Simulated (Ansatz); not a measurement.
## Effect of uniaxial strain ε_yy = −1.20 % on Cd

Base system: Cd (space group R-3m, No. 166; a = 3.1905 Å, c = 7.1610 Å (hexagonal axes); a cell from a computed database, its experimental status unchecked; relaxed with 0.1 eV smearing). Axes: x lies along a and z along c of the hexagonal cell.

Now apply this change: the cell is compressed by 1.20 % along y with no lateral relaxation, atoms relaxed at fixed cell.

Calculations: PBEsol (Ansatz, an electronic-structure program; PAW; 420 eV plane waves; spin-orbit coupling left out). Settings: 25×25×25 k-points, 0.1 eV Fermi–Dirac smearing.

```csv
quantity,base,changed,shift
space group,R-3m (No. 166),C2/m (No. 12),–
shortest interatomic distance,3.015 Å,3.002 Å,-0.013 Å
energy relative to the base (free energy F),0 meV/atom,+0.6 meV/atom,+0.6 meV/atom
"pressure (mean of the normal stresses, compression positive)",0.0 GPa,0.7 GPa,+0.7 GPa
band gap,zero,zero,–
"stress (xx, yy, zz, yz, xz, xy; compression positive)",–,"(0.7, 0.7, 0.6, 0.1, 0.0, 0.0) GPa",–
```

Final structure:

```xyz
1
Lattice="1.5952 0.9100 2.3870 -1.5952 0.9100 2.3870 0.0000 -1.8199 2.3870" Properties=species:S:1:pos:R:3 pbc="T T T"
Cd     0.0000     0.0000     0.0000
```

Cost of the whole job for the changed cell (relaxation, final SCF and bands): roughly 100 core-seconds.

No phonon test of stability was made. This is not the structure that Cd has at room temperature and ambient pressure.
